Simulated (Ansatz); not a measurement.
RuSi, pressure series

Take RuSi (space group P2_13, No. 198; a = 4.736 Å) as the base.

Cell and atoms are relaxed at each pressure.

Levels (all Ansatz, a quantum-chemistry and plane-wave program, PAW, earlier PAW set): PBE (420 eV, spin-orbit coupling left out); r2SCAN (500 eV, scalar-relativistic without spin-orbit coupling).

The base cell above is that of PBE; each level relaxes its own structures.

```csv
case,"lattice parameter a, PBE","lattice parameter a, r2SCAN"
pressure −2 GPa,4.752 Å,4.721 Å
pressure −1 GPa,4.744 Å,4.714 Å
pressure 1.8 GPa,4.723 Å,4.694 Å
pressure 4.2 GPa,4.706 Å,4.678 Å
pressure 9 GPa,4.674 Å,4.649 Å
pressure 18 GPa,4.624 Å,4.602 Å
pressure 30 GPa,4.568 Å,4.549 Å
pressure 45 GPa,4.509 Å,4.493 Å
pressure 60 GPa,4.459 Å,4.445 Å
```

PBE lies above r2SCAN in every row, by 0.014 Å to 0.031 Å. They put the cases in the same order.

Load acts through the strain it causes; cell and atoms are relaxed under it. No phonon test of stability was made. Competing high-pressure phases were not computed.
